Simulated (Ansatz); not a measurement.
Sensitivity of a calculation on LuInNi₄ (P1, 6 atoms in the cell) to its settings

```
LuInNi4
1.0
    0.00000     3.45851     3.45851
    3.45851     0.00000     3.45851
    3.45851     3.45851     0.00000
Lu In Ni
1 1 4
Direct
  0.48915   0.48216   0.49888
  0.76005   0.74442   0.79540
  0.62778   0.13549   0.11909
  0.11297   0.12184   0.62617
  0.15720   0.61231   0.10261
  0.10285   0.15378   0.10784
```

Base run A: PBEsol, default PAW files made with PBE (Ansatz, a first-principles code), self-consistent single point.

Its settings: basis.ecutwfc = 420 eV; kpoints.mp_grid.grid = 6 6 6; hamiltonian.xc = pbesol; hamiltonian.pseudopotentials = {kind: paw} (the program's default PAW files); scf.occupations.method = fermi_dirac; scf.occupations.width = 0.05 eV.

The starting cell comes from a database of computed structures (which also holds hypothetical and non-ambient phases and stackings), without a prior relaxation at this level. Its atoms were displaced at random from the sites of space group no. 216. Spin polarisation is off. In the base run, forces exceed 1 eV/Å. Ansatz's pressure includes its estimate of the finite-basis (Pulay) stress.

ΔF is the free energy per atom less that of run A. A dash stands where there is no value to compare (another energy zero or no entropy term, no result, no spin, no clean gap, or a mesh too coarse for one). Absolute energies have different zeros for different potentials, functionals, Hubbard and dispersion terms and are not compared across them.

Run A gave: pressure (GPa) 1.50; largest force (eV/Å) 1.812; k-points 112; valence electrons 110.

Runs:
- B: scf.convergence.dr2_threshold: default (1e-07 eV) → 1e-12 eV
- C: scf.occupations.width: 0.05 eV → 0.2 eV
- D: hamiltonian.dispersion: default → d3bj [PBEsol-D3BJ]
- E: crystal.symmetry.detect: default → false
- F: 1 x 2 x 1 supercell, mesh divided to match; kpoints.mp_grid.grid: 6 6 6 → 6 3 6
- G: hamiltonian.xc: pbesol → blyp [BLYP]
- H: kpoints.mp_grid.grid: 6 6 6 → 4 4 4; scf.occupations.width: 0.05 eV → 0.1 eV
- I: scf.mixing.preconditioner: default (the program chose Kerker) → kerker; scf.mixing.q_tf: default → 0.2
- J: scf.mixing.algorithm: default (the program chose MSR1) → msr1; scf.mixing.ndim: default → 4
- K: scf.mixing.algorithm: default (the program chose MSR1) → broyden; scf.mixing.beta: default → 1

### Question
What does run D change against A?

### Answer
The pressure goes from 1.50 to -3.83 GPa and the largest force hardly changes (1.812 to 1.810 eV/Å).

### Question
What does run H change against A?

### Answer
The free energy drops by 10.8 meV/atom, the pressure hardly changes (1.50 to 1.49 GPa) and the largest force goes from 1.812 to 1.797 eV/Å.

```csv
run,ΔF (meV/atom),pressure (GPa),largest force (eV/Å),k-points,valence electrons
A,0.00,1.50,1.812,112,110
B,0.00,1.50,1.812,112,110
C,-48.6,2.29,1.820,112,110
D,–,-3.83,1.810,112,110
E,0.00,1.50,1.812,112,110
F,0.00,1.50,1.812,56,220
G,–,16.19,1.932,112,110
H,-10.8,1.49,1.797,36,110
I,0.00,1.50,1.812,112,110
J,0.00,1.50,1.812,112,110
K,0.00,1.50,1.812,112,110
```

Keys are those of Ansatz 0.2.
